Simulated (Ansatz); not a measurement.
Results of PBE0 (Ansatz, a first-principles code, plane waves, PAW) for NiSO₄ (Cmcm, No. 63).

Settings: plane-wave cutoff 500 eV, 6×6×4 k mesh (along the axes of the cell as run), gaussian smearing 0.02 eV, spin-polarised start, scalar-relativistic PAW data made under PBE.

Cell (relaxed with r²SCAN):

```yaml
crystal:
  lattice:
    - [2.58184, -3.92506, 0.00000]
    - [2.58184, 3.92506, 0.00000]
    - [0.00000, 0.00000, 6.29345]
  atoms:
    - { symbol: Ni, position: [0.00000, 0.00000, 0.00000] }
    - { symbol: Ni, position: [0.00000, 0.00000, 0.50000] }
    - { symbol: S, position: [0.64862, 0.35138, 0.75000] }
    - { symbol: S, position: [0.35138, 0.64862, 0.25000] }
    - { symbol: O, position: [0.22952, 0.29925, 0.25000] }
    - { symbol: O, position: [0.77048, 0.70075, 0.75000] }
    - { symbol: O, position: [0.29925, 0.22952, 0.75000] }
    - { symbol: O, position: [0.70075, 0.77048, 0.25000] }
    - { symbol: O, position: [0.25119, 0.74881, 0.44455] }
    - { symbol: O, position: [0.74881, 0.25119, 0.55545] }
    - { symbol: O, position: [0.74881, 0.25119, 0.94455] }
    - { symbol: O, position: [0.25119, 0.74881, 0.05545] }
```

### Question
Estimate the band gap that the calculation returns.

### Answer

band gap: 5.54 eV (on the SCF k mesh)

Note: the magnetic order was assumed, not searched for or taken from measurement; a magnet's gap depends somewhat on the PAW data; cell and atoms aren't relaxed at this level (largest force component 0.46 eV/Å, pressure -0.7 GPa).

The computed numbers hold no vibrational or temperature effects.

It cost about 15 core-minutes (a rough figure) of CPU time.
